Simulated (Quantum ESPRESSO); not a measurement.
A self-consistent single point of ZnS (P6_3mc, 8 atoms in the cell) with Quantum ESPRESSO.

Method of the run: PBE+U, GBRV 1.5 ultrasoft (PBE) pseudopotentials (plane waves; Quantum ESPRESSO).

```xyz
8
Lattice="3.7217 0.0000 0.0000 -1.8609 3.2231 0.0000 0.0000 0.0000 12.1674" Properties=species:S:1:pos:R:3 pbc="T T T"
Zn     1.8609     1.0744     9.1247
Zn     0.0000     2.1487     3.0410
Zn     0.0000     0.0000     6.0837
Zn     0.0000     0.0000     0.0000
S      1.8609     1.0744    11.4098
S      0.0000     2.1487     5.3261
S      0.0000     0.0000     8.3632
S      0.0000     0.0000     2.2794
```

Reference input (self-consistent single point, DFT, PBE, plane waves, GBRV 1.5 ultrasoft (PBE) pseudopotentials): ecutwfc = 50 Ry; ecutrho = 250 Ry; occupations = smearing; smearing = fermi-dirac; degauss = 0.00147 Ry; potentials = {Zn: zn_pbe_v1.uspp.F.UPF, S: s_pbe_v1.4.uspp.F.UPF}; K_POINTS = automatic 8 8 3 0 0 0; conv_thr = 1e-11 Ry; mixing_beta = 0.3. This run's input differs from it in these lines:

```diff
@@ -38,2 +38,4 @@
 8 8 3  0 0 0
+HUBBARD {ortho-atomic}
+U Zn-3d 6
```

Output, abridged:

```
     Self-consistent Calculation

     iteration #  1     ecut=    50.00 Ry     beta= 0.30

     =================== HUBBARD OCCUPATIONS ===================
     ------------------------ ATOM    1 ------------------------
     Tr[ns(  1)] =   9.96531
     eigenvalues:
       0.996  0.996  0.996  0.998  0.998
   [... 3 blocks of this kind left out ...]

     Number of occupied Hubbard levels =   39.8608

     Threshold (ethr) on eigenvalues was too large:
     Diagonalizing with lowered threshold

     total energy              =   -1943.00246452 Ry
     estimated scf accuracy    <       0.36331726 Ry

     iteration #  2     ecut=    50.00 Ry     beta= 0.30

     total energy              =   -1943.02279827 Ry
     estimated scf accuracy    <       0.06010764 Ry

     iteration #  3     ecut=    50.00 Ry     beta= 0.30

     total energy              =   -1943.02856373 Ry
     estimated scf accuracy    <       0.00979906 Ry

   [... 9 blocks of this kind left out ...]

     iteration # 13     ecut=    50.00 Ry     beta= 0.30

     total energy              =   -1943.02923017 Ry
     estimated scf accuracy    <          6.6E-11 Ry

     iteration # 14     ecut=    50.00 Ry     beta= 0.30
     End of self-consistent calculation

     =================== HUBBARD OCCUPATIONS ===================
     ------------------------ ATOM    1 ------------------------
     Tr[ns(  1)] =   9.97169
     eigenvalues:
       0.996  0.996  0.996  0.998  0.998

     Number of occupied Hubbard levels =   39.8864

     the Fermi energy is     9.0360 ev

!    total energy              =   -1943.02923017 Ry
     estimated scf accuracy    <          7.8E-12 Ry
     smearing contrib. (-TS)   =       0.00000000 Ry
     internal energy E=F+TS    =   -1943.02923017 Ry

     Hubbard energy            =       0.02497565 Ry

     convergence has been achieved in  14 iterations

     Forces acting on atoms (cartesian axes, Ry/au):

     atom    1 type  1   force =     0.00000000    0.00000000    0.00073978
   [... lines left out ...]

     Total force =     0.002019     Total SCF correction =     0.000002

          total   stress  (Ry/bohr**3)                   (kbar)     P=       96.08
   0.00065107  -0.00000000   0.00000000           95.78       -0.00        0.00
  -0.00000000   0.00065107   0.00000000           -0.00       95.78        0.00
   0.00000000   0.00000000   0.00065719            0.00        0.00       96.68

   JOB DONE.
```

The run converged in 14 iterations. Against the reference run the pressure goes from 8.49 to 9.61 GPa, the largest force hardly changes (0.022 to 0.023 eV/Å) and the gap on the mesh goes from 2.495 to 2.701 eV.

The starting cell comes from a database of computed structures (which also holds hypothetical and non-ambient phases and stackings), without a prior relaxation at this level. Its lattice was rescaled by a random factor within 2.5 % of one. Spin polarisation is off. The U value is a test value. With a pressure of about 10 GPa the cell is away from its equilibrium volume at this level.

Cost on one core of a shared machine: roughly 4 min.
